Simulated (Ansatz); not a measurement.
A working Ansatz (an electronic-structure program) input for CeAu2 (Fd-3m, 6 atoms in the cell) (DFT, PBE, plane waves, default PAW files):

Ansatz 0.2 input:
```yaml
crystal:
  lattice:
    - [0.00000000, 3.92885400, 3.92885400]
    - [3.92885400, 0.00000000, 3.92885400]
    - [3.92885400, 3.92885400, 0.00000000]
  atoms:
    - { symbol: Au, position: [0.12500000, 0.12500000, 0.12500000] }
    - { symbol: Au, position: [0.62500000, 0.12500000, 0.12500000] }
    - { symbol: Au, position: [0.12500000, 0.62500000, 0.12500000] }
    - { symbol: Au, position: [0.12500000, 0.12500000, 0.62500000] }
    - { symbol: Ce, position: [0.75000000, 0.75000000, 0.75000000], spin: 1.0 }
    - { symbol: Ce, position: [0.50000000, 0.50000000, 0.50000000], spin: 1.0 }
basis:
  ecutwfc: 420.0
kpoints:
  mp_grid:
    grid: [5, 5, 5]
hamiltonian:
  xc: pbe
  pseudopotentials:
    kind: paw
magnetization:
  spin_polarized: true
scf:
  occupations:
    method: fermi_dirac
    width: 0.1
output:
  forces: true
  eigenvalues: true
  stress: true
```

The run converged in 17 iterations: free energy E − TS (on the zero of these files) -65751.0888 eV; Fermi level (on the code's own zero) 19.28 eV; pressure 11.06 GPa; size of the cell's spin moment 1.74 μB. Each of these slips is then made, one at a time:

(1)
```diff
-kpoints:
-  mp_grid:
-    grid: [5, 5, 5]
```

(2)
```diff
+  max_iter: 40
+  convergence:
+    dr2_threshold: 1.0e-22 eV
```

Q: Predict the outcome of each change.

A: 
(1) No k-points given. The program stopped before any SCF iteration, with the message: Error: YAML parse error: missing field `kpoints`.

(2) A threshold far tighter than needed, beside a limit on iterations. The run ended unconverged after 40 iterations.
```
did not converge after 40 iterations: onsite_residual = 6.20e-20 (threshold 1.00e-22), under the density mixer `msr1`, which `scf.mixing.algorithm: auto` chose by the deck's other keys (type `scf.mixing.algorithm: msr1` to keep it); raise `scf.max_iter`, which need not help a stalled SCF, or adjust the mixing (`scf.mixing`) or, under a smearing, it [...]
```

The starting cell was generated: these elements placed on a structure prototype, without a prior relaxation; it need not be a known phase or ordering of this composition. The magnetic order is the one reached from the typed start; others were not searched systematically. With U or open f shells several self-consistent states can exist. The f electrons are in the valence without U or exact exchange, which can misplace them near the Fermi level. Spin-orbit terms, which matter for f shells, are left out. In the base run, with a pressure of about 11 GPa the cell is away from its equilibrium volume at this level. Ansatz's pressure includes its estimate of the finite-basis (Pulay) stress.

Left out of this page: 3 runs of the series with a known weakness of the program; 2 runs of the series stopped by limits of time or memory.
